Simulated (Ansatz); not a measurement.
Electronic density of states of amorphous Ta20O30, density 10.50 g/cm³, on a 2×2×2 Γ-centred mesh with a Gaussian width of 0.1 eV; energies count from the Fermi level. Cell and mesh are small, so fine structure isn't converged. Computed with PBE, scalar-relativistic without spin-orbit coupling (plane waves to 420 eV, PAW; Ansatz, a first-principles code). Sampling: a 2×2×2 Γ-centred mesh; Fermi-Dirac width 0.1 eV; no spin polarisation. The usual formal charges leave 40 electrons over, so the level spacing at the Fermi energy parts defect or band states and needn't be the band gap. The spare electrons fill defect levels or the bottom of the conduction band, and the levels at the Fermi energy are partly filled.

The cell was made by melting and quenching with the CHGNet potential and then relaxed with DFT. O atoms were pushed apart under 1.9 Å during the dynamics, to hinder bonds among them. The hot cell started wider than the set density and was brought back towards it in steps. It is the lowest in DFT energy of 2 quenches. It is a model cell: composition and starting density were chosen by hand, and all elements were melted together. No dispersion term was used. Its density started from a set value of 10.38 and ended at 10.50 g/cm³. The simulated quench (nominally 240 K/ps over its main leg) is rapid and tends to freeze in more defects than a deposited or slowly cooled glass has. One small periodic cell is one sample of the glass; other quenches scatter about these values. The volume was free in the relaxation, at fixed shape. Stress components on the final sampling reach 1.9 GPa. On a 2×2×2 Γ-centred mesh force components of up to 0.22 eV/Å stay, since the relaxation ran on one k-point at (1/4, 1/4, 1/4).

(E - EF (eV), states/(eV atom)): (-12.00, 0.00); (-11.90, 0.00); (-11.80, 0.00); (-11.70, 0.00); (-11.60, 0.00); (-11.50, 0.00); (-11.40, 0.00); (-11.30, 0.00); (-11.20, 0.00); (-11.10, 0.00); (-11.00, 0.00); (-10.90, 0.00); (-10.80, 0.00); (-10.70, 0.00); (-10.60, 0.00); (-10.50, 0.00); (-10.40, 0.00); (-10.30, 0.00); (-10.20, 0.00); (-10.10, 0.00); (-10.00, 0.00); (-9.90, 0.00); (-9.80, 0.00); (-9.70, 0.00); (-9.60, 0.00); (-9.50, 0.00); (-9.40, 0.00); (-9.30, 0.00); (-9.20, 0.00); (-9.10, 0.00); (-9.00, 0.00); (-8.90, 0.02); (-8.80, 0.07); (-8.70, 0.15); (-8.60, 0.32); (-8.50, 0.44); (-8.40, 0.45); (-8.30, 0.49); (-8.20, 0.56); (-8.10, 0.61); (-8.00, 0.75); (-7.90, 0.74); (-7.80, 0.70); (-7.70, 0.71); (-7.60, 0.75); (-7.50, 0.76); (-7.40, 0.75); (-7.30, 0.82); (-7.20, 0.89); (-7.10, 0.83); (-7.00, 0.79); (-6.90, 0.84); (-6.80, 0.91); (-6.70, 0.88); (-6.60, 0.80); (-6.50, 0.81); (-6.40, 0.75); (-6.30, 0.72); (-6.20, 0.77); (-6.10, 0.78); (-6.00, 0.78); (-5.90, 0.75); (-5.80, 0.68); (-5.70, 0.73); (-5.60, 0.72); (-5.50, 0.80); (-5.40, 0.74); (-5.30, 0.74); (-5.20, 0.78); (-5.10, 0.77); (-5.00, 0.78); (-4.90, 0.76); (-4.80, 0.76); (-4.70, 0.76); (-4.60, 0.75); (-4.50, 0.74); (-4.40, 0.74); (-4.30, 0.71); (-4.20, 0.56); (-4.10, 0.50); (-4.00, 0.59); (-3.90, 0.56); (-3.80, 0.40); (-3.70, 0.25); (-3.60, 0.29); (-3.50, 0.32); (-3.40, 0.17); (-3.30, 0.04); (-3.20, 0.03); (-3.10, 0.08); (-3.00, 0.17); (-2.90, 0.11); (-2.80, 0.04); (-2.70, 0.13); (-2.60, 0.18); (-2.50, 0.16); (-2.40, 0.18); (-2.30, 0.14); (-2.20, 0.20); (-2.10, 0.25); (-2.00, 0.25); (-1.90, 0.27); (-1.80, 0.32); (-1.70, 0.35); (-1.60, 0.39); (-1.50, 0.40); (-1.40, 0.41); (-1.30, 0.41); (-1.20, 0.37); (-1.10, 0.29); (-1.00, 0.20); (-0.90, 0.24); (-0.80, 0.27); (-0.70, 0.35); (-0.60, 0.42); (-0.50, 0.31); (-0.40, 0.28); (-0.30, 0.28); (-0.20, 0.25); (-0.10, 0.20); (0.00, 0.18); (0.10, 0.17); (0.20, 0.15); (0.30, 0.23); (0.40, 0.31); (0.50, 0.33); (0.60, 0.35); (0.70, 0.42); (0.80, 0.53); (0.90, 0.53); (1.00, 0.52); (1.10, 0.55); (1.20, 0.61); (1.30, 0.58); (1.40, 0.57); (1.50, 0.59); (1.60, 0.65); (1.70, 0.64); (1.80, 0.60); (1.90, 0.63); (2.00, 0.65); (2.10, 0.63); (2.20, 0.65); (2.30, 0.65); (2.40, 0.63); (2.50, 0.60)
